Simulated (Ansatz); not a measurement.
ZrC, response to strain

Start from ZrC in the rock salt structure (space group Fm-3m, No. 225; a = 4.6691 Å; relaxed with 0.1 eV smearing). Axes: x, y, z lie along the cube axes.

Strains are applied to the cell and any free atomic positions relax; under stress the whole cell relaxes.

Level of theory: PBEsol (Ansatz, an electronic-structure program; PAW; 420 eV plane waves; spin-orbit coupling left out).

Candidates:
(a) strain tensor (xx, yy, zz, yz, xz, xy) = (+0.29, −1.17, −0.49, +1.21, −0.34, −0.93) %
(b) uniaxial stress, 1 GPa tension along x
(c) tensor shear ε_xz = −0.64 %
(d) tensor shear ε_xz = −1.04 %

Notes on the quantities. energy relative to the base: free energy F.

Question: Order them by energy relative to the base, highest first.

Answer: (a) strain tensor (xx, yy, zz, yz, xz, xy) = (+0.29, −1.17, −0.49, +1.21, −0.34, −0.93) % (+9.8 meV/atom), (d) tensor shear ε_xz = −1.04 % (+2.7 meV/atom), (c) tensor shear ε_xz = −0.64 % (+1.0 meV/atom), (b) uniaxial stress, 1 GPa tension along x (+0.1 meV/atom)

Stability under load was not tested beyond the relaxation. The final runs are not spin-polarised.
